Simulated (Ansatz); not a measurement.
TiO2: response to strain

The reference is TiO2 in the rutile structure (space group P4_2/mnm, No. 136; a = 4.5912 Å, c = 2.9390 Å). Axes: x, y, z lie along a, b, c of the conventional cell.

Strains are applied to the cell and any free atomic positions relax.

Computed with PBEsol, PAW, 420 eV (Ansatz, a program for electronic structure; spin-orbit coupling left out).

```tsv
case	shortest interatomic distance	width of the top valence band	band gap	electron mass
base	1.942 Å	1.65 eV	1.87 eV	0.54 mₑ along c, 1.1 mₑ across (at Γ)
uniaxial strain ε_zz = +0.60 %	1.948 Å	1.64 eV	1.85 eV	?
uniaxial strain ε_zz = +1.20 %	1.953 Å	1.64 eV	1.84 eV	0.56 mₑ along z, 1.1 mₑ across (at Γ)
uniaxial strain ε_zz = +1.80 %	1.959 Å	1.63 eV	?	0.57 mₑ along z, 1.1 mₑ across (at Γ)
uniaxial strain ε_zz = +2.40 %	1.965 Å	1.62 eV	1.81 eV	0.58 mₑ along z, 1.2 mₑ across (at Γ)
uniaxial strain ε_zz = +3.00 %	?	1.61 eV	1.79 eV	0.58 mₑ along z, 1.2 mₑ across (at Γ)
```

**Question.** Complete the table.

**Answer.** 
- uniaxial strain ε_zz = +0.60 %, electron mass: 0.55 mₑ along z, 1.1 mₑ across (at Γ)
- uniaxial strain ε_zz = +1.80 %, band gap: 1.82 eV
- uniaxial strain ε_zz = +3.00 %, shortest interatomic distance: 1.971 Å

Masses are band curvatures over ±0.01 Å⁻¹ around the edge. Whether these cells are dynamically stable was not tested. The final runs are not spin-polarised.
